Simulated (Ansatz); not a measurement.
Take P in the black-P type structure (space group Cmce, No. 64; a = 3.302 Å, b = 10.691 Å, c = 4.467 Å; layered, stacked along the Cartesian y axis) as the base.

It is then changed as follows: As takes the place of P on all its sites, then cell and atoms are relaxed.

Levels (all Ansatz, a program for electronic structure, PAW, earlier PAW set): r2SCAN+rVV10 (500 eV, scalar-relativistic without spin-orbit coupling); HSE06 (420 eV, no SOC).

The geometry is relaxed with r2SCAN+rVV10.

* **r2SCAN+rVV10 band gap**: zero

Q: How does going to HSE06 change the band gap?

A: The band gap becomes 0.29 eV (r2SCAN+rVV10: zero).

Single points use the geometry relaxed with r2SCAN+rVV10. HSE06 was sampled on its mesh, a few special points and the semilocal edge points, so its gap is an upper bound. No phonon test of stability was made. Gaps under 0.05 eV, about the width of the smearing, are given as zero. This is not the structure that As has at room temperature and ambient pressure. The zero or small gap of P can change with the level of theory.
